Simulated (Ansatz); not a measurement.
Start from SiC in the wurtzite structure (space group P6_3mc, No. 186; a = 3.076 Å, c = 5.048 Å). Axes: x lies along a and z along c of the hexagonal cell.

Modification: the cell is compressed by 1.68 % along y with no lateral relaxation, atoms relaxed at fixed cell.

Level of theory: Ansatz (an electronic-structure program), PBEsol, PAW, cutoff 420 eV, spin-orbit coupling left out, earlier PAW set.

**Question.** Give the band edges at the high-symmetry points of the new zone, measured from its valence-band maximum.

**Answer.** 
```json
[
 {"point": "Γ", "valence edge (eV)": "0.00", "conduction edge (eV)": "4.89"},
 {"point": "Y", "valence edge (eV)": "-1.45", "conduction edge (eV)": "2.44"},
 {"point": "C₀", "valence edge (eV)": "-4.06", "conduction edge (eV)": "1.95"},
 {"point": "Σ₀", "valence edge (eV)": "-4.06", "conduction edge (eV)": "1.95"},
 {"point": "Z", "valence edge (eV)": "-0.68", "conduction edge (eV)": "5.94"},
 {"point": "A₀", "valence edge (eV)": "-1.91", "conduction edge (eV)": "4.91"},
 {"point": "E₀", "valence edge (eV)": "-1.91", "conduction edge (eV)": "4.91"},
 {"point": "T", "valence edge (eV)": "-2.49", "conduction edge (eV)": "3.00"},
 {"point": "S", "valence edge (eV)": "-1.23", "conduction edge (eV)": "2.77"},
 {"point": "R", "valence edge (eV)": "-2.46", "conduction edge (eV)": "3.12"}
]
```

The gap is 1.95 eV, indirect, Γ → Σ₀.

The cells carry an imposed strain or load. Whether these cells are dynamically stable was not tested. Labels are those of the standard path for the cell's own space group.
